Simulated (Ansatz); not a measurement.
Start from SnS2 in the 2H-MoS2 type structure (space group P6_3/mmc, No. 194; a = 3.5888 Å, c = 11.8890 Å; a hypothetical phase, not in the database extracts checked; layered, stacked along the Cartesian z axis).

Calculations: PBE-D3(BJ)/PAW in Ansatz (an electronic-structure program), no spin-orbit coupling, earlier PAW set.

Base values:

The gap character comes out as absent and the c/a ratio comes out as 3.313.

It is then changed as follows: Te takes the place of Sn on all its sites, then cell and atoms are relaxed.

Tabulated Pauling electronegativity and covalent radius: Sn 1.96, 1.39 Å; Te 2.10, 1.38 Å.

### Question
What does the calculation give for the gap character and c/a ratio after the change?

### Answer
The gap character becomes indirect, K–Γ (53 % along) → K (base: absent); the c/a ratio grows by 0.040 (3.313 → 3.353).

Spin-orbit coupling, missing from the scalar runs, can matter with Te. No phonon test of stability was made. As relaxed here, TeS2 is a hypothetical phase, not in the database extracts checked. All final runs are without spin polarisation.
